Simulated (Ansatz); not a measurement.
# How far PBE and PBEsol part for AlN, isotropic strain −1.12 %

Start from AlN in the zinc blende structure (space group F-43m, No. 216; a = 4.4032 Å).

(Cell as relaxed with PBE.)

Levels (all Ansatz, a first-principles code, PAW): PBE (420 eV, spin-orbit coupling left out); PBEsol (420 eV, no SOC).

Each level relaxes its own structure.

| base | PBE | PBEsol |
|---|---|---|
| volume per atom | 10.67 Å³ | 10.49 Å³ |
| lattice parameter a | 8.321 bohr | 8.273 bohr |
| band gap | 3.31 eV | 3.19 eV |

Modification: every lattice vector is shortened by 1.12 %, atoms relaxed at fixed cell.

| quantity | PBE | PBEsol |
|---|---|---|
| pressure | 69.5 kbar | … |
| energy relative to the base (free energy F) | +7.5 meV/atom | … |

Problem. Given the PBE results, estimate those of PBEsol.

Solution. 
- pressure, PBEsol: 72.2 kbar
- energy relative to the base (free energy F), PBEsol: +7.6 meV/atom

PBE's pressure lies 2.7 kbar below PBEsol's. Neither level is exact; PBEsol is the comparison here, not a measurement.

Stability against distortions was not tested. This is not the structure that AlN has at room temperature and ambient pressure.
